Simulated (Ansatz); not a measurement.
The parent structure is Ti in the hcp (Mg type) structure (space group P6_3/mmc, No. 194; a = 2.8644 Å, c = 4.5373 Å; relaxed with 0.1 eV smearing). Axes: x lies along a and z along c of the hexagonal cell.

All numbers come from DFT with LDA, PAW potentials and a 420 eV plane-wave cutoff in Ansatz (a first-principles code), no spin-orbit coupling.

Strains are applied to the cell and any free atomic positions relax.

One change was made to it. Results:

The band gap remains zero; the energy goes up by 1.9 meV/atom.

### Question
Which change produced these results?
(A) uniaxial strain ε_xx = +3.00 %
(B) uniaxial strain ε_xx = +1.50 %
(C) uniaxial strain ε_xx = −3.00 %
(D) uniaxial strain ε_xx = −0.50 %

### Answer
B, uniaxial strain ε_xx = +1.50 %. For comparison, the energy relative to the base in the other runs: uniaxial strain ε_xx = −3.00 % gives +8.1 meV/atom; uniaxial strain ε_xx = +3.00 % gives +7.2 meV/atom; uniaxial strain ε_xx = −0.50 % gives +0.2 meV/atom.

Stability against distortions was not tested. The final runs are not spin-polarised.
